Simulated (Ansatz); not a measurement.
## GeSe (model structure, started from the 4H type, P6₃mc, No. 186, 8 atoms in the cell): lattice parameter c by level of theory

No measured value is used here.

| level (code) | value (Å) |
|---|---|
| LDA (Ansatz) | … |
| PBE (Ansatz) | 11.467 |
| PBEsol (Ansatz) | 11.105 |
| PBE-D3(BJ) (Ansatz) | 11.396 |

Fill in the missing entries.


- LDA (Ansatz, an electronic-structure program), value (Å): 10.983

PBE-D3(BJ): a distance lies near a switch of the dispersion term, which can move the cell. Ansatz's density-functional and Hartree–Fock values are scalar-relativistic unless marked +SOC, with PAW data made under PBE.

A model structure was made by putting elements into a prototype or built by hand; it is no filed structure, need not be a known phase, and can be a saddle point held by its symmetry.
